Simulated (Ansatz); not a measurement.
The reference is PbS in the rock salt structure (space group Fm-3m, No. 225; a = 5.903 Å).

Calculations: PBEsol (Ansatz, a quantum-chemistry and plane-wave program, PAW, no spin-orbit coupling).

For the base:

- Gap between the host's bands: 0.19 eV
- Gap character: direct at L

Perturbation: 0.257 holes added to each cell, a density of 5.0×10^21 cm⁻³, with a uniform compensating background at fixed cell and a 300 K Fermi–Dirac width.

Question: What happens to the Fermi level from band edge, gap between the host's bands and gap character?

Answer: The Fermi level relative to the doped band's edge (positive inside the band; to 0.05 eV) comes out as +0.80 eV; the gap between the host's bands grows by 0.14 eV, from 0.19 eV to 0.33 eV; the gap character stays direct at L.

Charged cell with a jellium background: band edges are those of the host's band count, energies are not comparable with the neutral cell, and many-body gap narrowing is missing. With Pb present, leaving out spin-orbit coupling can change the band edges. No phonon test of stability was made. The base started in P3_121 and relaxed to Fm-3m at this level. The zero or small gap of PbS can change with the level of theory.
